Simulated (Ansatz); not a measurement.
Ansatz (a first-principles code) run on Li2Si (R-3m, 6 atoms in the cell): relaxation of cell and atoms.

Computed with PBEsol, PAW files made with PBE (plane waves; Ansatz).

```xyz
6
Lattice="2.1710 1.2534 6.1324 -2.1710 1.2534 6.1324 0.0000 -2.5068 6.1324" Properties=species:S:1:pos:R:3 pbc="T T T"
Li     0.0000     0.0000     6.6047
Li     0.0000     0.0000    11.7926
Li     0.0000     0.0000    14.6251
Li     0.0000     0.0000     3.7722
Si     0.0000     0.0000     1.1309
Si     0.0000     0.0000    17.2664
```

Reference input (self-consistent single point, DFT, PBEsol, plane waves, PAW files made with PBE): kpoints.mp_grid.grid = 9 9 9; hamiltonian.xc = pbesol; hamiltonian.pseudopotentials = {kind: paw} (the program's default PAW files); scf.occupations.method = fermi_dirac; scf.occupations.width = 0.1 eV. This run's input differs from it in these lines:

```diff
@@ -20,2 +20,4 @@
   occupations: { method: fermi_dirac, width: 0.1 }
+relax:
+  cell: {}
 output:
```

The program printed (abridged):

```
   [... SCF lines of the steps left out ...]
relax step   1: F+E_penalty+E_count = -2056.31097591 eV  Δ(F+E_penalty+E_count) = +0.000e0 eV  max|allowed force component| = 1.490e-1 eV/Å  Δτ_max = 0.0000 Å  P = -0.425 GPa  Ω = 100.122 Å³  (8 SCF iters, dr2 threshold 1.00e-7 eV, accepted)
relax step   2: F+E_penalty+E_count = -2056.31828322 eV  Δ(F+E_penalty+E_count) = -7.307e-3 eV  max|allowed force component| = 7.036e-2 eV/Å  Δτ_max = 0.0570 Å  P = +0.092 GPa  Ω = 98.185 Å³  energy of the carried Pulay correction = +3.129e-5 eV  (5 [...]
   [... lines left out ...]
relax step   5: F+E_penalty+E_count = -2056.32107059 eV  Δ(F+E_penalty+E_count) = -1.497e-5 eV  max|allowed force component| = 7.761e-3 eV/Å  Δτ_max = 0.0019 Å  P = +0.037 GPa  Ω = 98.156 Å³  energy of the carried Pulay correction = +3.177e-5 eV  (5 [...]
relax step   6: F+E_penalty+E_count = -2056.32103763 eV  Δ(F+E_penalty+E_count) = +3.296e-5 eV  max|allowed force component| = 7.785e-3 eV/Å  Δτ_max = 0.0000 Å  P = +0.038 GPa  Ω = 98.156 Å³  stress off target by 4.08e-2 GPa  SCF on the basis [...]
basis re-selected at this cell: Δ(F+E_penalty+E_count) = +3.296e-5 eV, ΔP = +0.000 GPa vs the last step
the relaxation is at rest under the 12 symmetry operations that the run kept from its start: a minimum is not shown …
Stability not checked: this state was not tested for a lower state beside it, because too few of the mixer's solves of this state at the end of the SCF gave a …
Free energy (F): -2056.321038 eV
Internal energy: -2056.286643 eV  (E = F + TS)
   [... lines left out ...]
Fermi energy:    3.640140 eV
  cell:  # Å, volume = 98.1560 Å³
   [... lines left out ...]
    - { symbol: Li, position: [0.7947524843134495, 0.7947524843134495, 0.7947524843134495] }
    - { symbol: Li, position: [0.20524751568655064, 0.20524751568655064, 0.20524751568655064] }
    - { symbol: Si, position: [0.061959277125268934, 0.061959277125268934, 0.061959277125268934] }
    - { symbol: Si, position: [0.9380407228747311, 0.9380407228747311, 0.9380407228747311] }
```

The run converged. 

Summary of the result:
* **Free energy E − TS (on the zero of these files)**: -2056.3210 eV
* **Fermi level (on the code's own zero)**: 3.64 eV
* **Pressure**: 0.04 GPa
* **Largest force (vector length)**: 0.008 eV/Å
* **Final cell**: a = 6.598 Å, b = 6.598 Å, c = 6.598 Å, α = 38.10°, β = 38.10°, γ = 38.10°
* **Final volume per atom**: 16.36 Å³
* **Relaxation steps**: 6

The starting cell comes from a database of computed structures (which also holds hypothetical and non-ambient phases and stackings), without a prior relaxation at this level. The relaxation keeps the symmetry of its start, so its end need not be a minimum. Ansatz's pressure includes its estimate of the finite-basis (Pulay) stress.

Keys are those of Ansatz 0.2.
